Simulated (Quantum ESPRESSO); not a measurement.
**Quick settings and what they miss: YIn (Pm-3m, 2 atoms in the cell)**

Self-consistent single point.

```
YIn
1.0
    3.81656     0.00000     0.00000
    0.00000     3.81656     0.00000
    0.00000     0.00000     3.81656
Y In
1 1
Direct
  0.50000   0.50000   0.50000
  0.00000   0.00000   0.00000
```

Method of the run: PBEsol, PseudoDojo standard norm-conserving (PBESOL) pseudopotentials (plane waves; Quantum ESPRESSO 7.5).

Base settings: ecutwfc = 75 Ry; occupations = smearing; smearing = cold; degauss = 0.0099958 Ry; potentials = {Y: Y.upf, In: In.upf}; K_POINTS = automatic 11 11 11 0 0 0; conv_thr = 1e-10 Ry; mixing_beta = 0.5.

Tight run (finer mesh or higher cutoff; not a proven limit): ecutwfc: 75 Ry → 105 Ry; conv_thr: 1e-10 Ry → 7.3e-11 Ry; K_POINTS: automatic 11 11 11 0 0 0 → automatic 15 15 15 0 0 0. It gave Fermi level (on the code's own zero) 10.73 eV; pressure -4.60 GPa.

Quick runs, as changes from the base:
- A: the base itself
- B: ecutwfc: 75 Ry → 45 Ry; smearing: cold → gauss; K_POINTS: automatic 11 11 11 0 0 0 → automatic 1 1 1 0 0 0
- C: ecutwfc: 75 Ry → 52 Ry; conv_thr: 1e-10 Ry → 7.3e-05 Ry; K_POINTS: automatic 11 11 11 0 0 0 → automatic 4 4 4 0 0 0
- D: ecutwfc: 75 Ry → 60 Ry; K_POINTS: automatic 11 11 11 0 0 0 → automatic 6 6 6 1 1 1; potentials: PseudoDojo standard norm-conserving (LDA) [LDA (PW92)]
- E: ecutwfc: 75 Ry → 45 Ry; smearing: cold → gauss; K_POINTS: automatic 11 11 11 0 0 0 → automatic 6 6 6 0 0 0
- F: ecutwfc: 75 Ry → 45 Ry; degauss: 0.0099958 Ry → 0.036749 Ry; K_POINTS: automatic 11 11 11 0 0 0 → automatic 3 3 3 0 0 0

Energies are extrapolated to zero smearing width, which holds to low order in the width alone (under cold and Methfessel-Paxton smearing the free energy itself is taken).

Dashes: pressure of C, not trusted under this conv_thr with d or f elements; energy of D, another energy zero.

† marks runs with another functional, U, potentials or spin treatment: their distance from the tight run is not a convergence error alone.

The count of work is k-points × plane waves × bands × iterations; it is no time. 

The starting cell comes from a database of computed structures (which also holds hypothetical and non-ambient phases and stackings), without a prior relaxation at this level. Its lattice was rescaled by a random factor within 2.5 % of one. In the base run, with a pressure of about -5 GPa the cell is away from its equilibrium volume at this level.

| run | energy less tight (meV/atom) | pressure less tight (GPa) | count of work / tight |
|---|---|---|---|
| A | -0.7 | 0.03 | 0.25 |
| B | 2838.6 | -51.55 | 0.0026 |
| C | 183.3 | – | 0.012 |
| D† | – | -3.43 | 0.032 |
| E | 1123.7 | -42.87 | 0.042 |
| F | 1031.0 | -42.55 | 0.0085 |

Among the runs at the tight run's level, the energy misses run from 0.7 to 2838.6 meV/atom.
